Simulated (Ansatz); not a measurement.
**Hf: biaxial strain +2.00 %, plane normal [001], relaxed out of plane**

The reference is Hf in the hcp (Mg type) structure (space group P6_3/mmc, No. 194; a = 3.158 Å, c = 5.004 Å; relaxed with 0.1 eV smearing). Axes: x lies along a and z along c of the hexagonal cell.

The change: tensile biaxial strain of 2.00 % in the plane normal to [001], as in epitaxy on a mismatched substrate; the out-of-plane cell vector and the atoms relax.

Calculations: PBEsol (Ansatz, an electronic-structure program), scalar-relativistic without spin-orbit coupling. Γ-centred 21×21×12 mesh, Fermi–Dirac width 0.1 eV.

| quantity | base | changed | shift |
|---|---|---|---|
| volume per atom | 21.61 Å³ | 22.18 Å³ | +0.57 Å³ |
| space group | P6_3/mmc (No. 194) | P6_3/mmc (No. 194) | – |
| shortest interatomic distance | 3.096 Å | 3.090 Å | -0.006 Å |
| pressure (mean of the normal stresses, compression positive) | 0.0 GPa | -2.6 GPa | -2.6 GPa |
| band gap | zero | zero | – |
| out-of-plane strain | – | -1.36 % | – |
| mean in-plane stress (compression positive) | – | -4.0 GPa | – |

Cost of the whole job for the changed cell (relaxation, final SCF and bands): roughly 90 core-seconds.

Whether these cells are dynamically stable was not tested. All final runs are without spin polarisation.
